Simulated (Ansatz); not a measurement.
# CdSe: response to strain

The reference is CdSe in the zinc blende structure (space group F-43m, No. 216; a = 6.0075 Å). Axes: x, y, z lie along the cube axes.

Strains are applied to the cell and any free atomic positions relax; under biaxial strain the out-of-plane vector relaxes too.

Level of theory: Ansatz (an electronic-structure program) LDA, no SOC.

| biaxial strain, plane normal [001], relaxed out of plane (%) | out-of-plane strain (%) |
|---|---|
| 0 | 0.00 |
| 0.5 | -0.73 |
| 1 | -1.48 |
| 1.5 | -2.24 |
| 2 | ? |
| 2.5 | -3.78 |
| 3 | -4.55 |

Fit ε⊥ = −νε + γε² (strains in %) to the rows shown and predict the withheld row.

Least squares on the printed values gives ν = 1.46 (the biaxial Poisson response) and γ = -0.018 (largest residual 0.01 %); this predicts -3.00 %, and the run gives -3.01 %, in agreement.

Stability against distortions was not tested.
